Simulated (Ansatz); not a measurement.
## A computed series for Mg: response to strain

The reference is Mg in the hcp (Mg type) structure (space group P6_3/mmc, No. 194; relaxed with 0.1 eV smearing).

```xyz
2
Lattice="3.1952 0.0000 0.0000 -1.5976 2.7671 0.0000 0.0000 0.0000 5.1966" Properties=species:S:1:pos:R:3 pbc="T T T"
Mg     1.5976     0.9224     3.8974
Mg     0.0000     1.8448     1.2991
```

Strains are applied to the cell and any free atomic positions relax.

Method: DFT with PBE, PAW potentials and a 420 eV plane-wave cutoff in Ansatz (a quantum-chemistry and plane-wave program), no spin-orbit coupling.

Candidates:
(a) isotropic strain −1.50 %
(b) isotropic strain −2.00 %
(c) isotropic strain +3.00 %

Notes on the quantities. energy relative to the base: free energy F.

Problem. Order them by energy relative to the base, highest first.

Solution. (c) isotropic strain +3.00 % (+19 meV/atom), (b) isotropic strain −2.00 % (+9.9 meV/atom), (a) isotropic strain −1.50 % (+5.5 meV/atom)

Whether these cells are dynamically stable was not tested.
